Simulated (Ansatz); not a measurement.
End structure of the (100) surface of fcc Cu, one added row of Cu in 3 (bottom of the slab: a bare face, its two planes held):

```
CELL_PARAMETERS angstrom
      2.56680     0.00000     0.00000
      0.00000     7.70039     0.00000
      0.00000     0.00000    27.50000
ATOMIC_POSITIONS crystal
  Cu 0.50000 0.16667 0.29720
  Cu 0.50000 0.50000 0.29720
  Cu 0.50000 0.83333 0.29720
  Cu 0.00000 0.33333 0.36320
  Cu 0.00000 0.66667 0.36320
  Cu 0.00000 0.00000 0.36320
  Cu 0.50000 0.50041 0.42931
  Cu 0.50000 0.83293 0.42931
  Cu 0.50000 0.16667 0.42950
  Cu 0.00000 0.66667 0.49572
  Cu 0.00000 0.99950 0.49546
  Cu 0.00000 0.33383 0.49546
  Cu 0.50000 0.83461 0.56196
  Cu 0.50000 0.16667 0.56140
  Cu 0.50000 0.49873 0.56196
  Cu 0.00000 0.99413 0.62784
  Cu 0.00000 0.33920 0.62784
  Cu 0.00000 0.66667 0.62580
  Cu 0.50000 0.16667 0.68705
```

Model: 19-atom slab, 11.2 Å thick at the start, 15x5x1 mesh, Fermi-Dirac 0.1 eV, dipole correction, 6 atoms held, the rest relaxed; symmetry of the start imposed; no spin, no spin-orbit, no U. It is one candidate, not shown to be the stable structure of the face.

Problem. What work function of the top face does PBE run with Ansatz (an electronic-structure program) give?

Solution. 4.41 eV
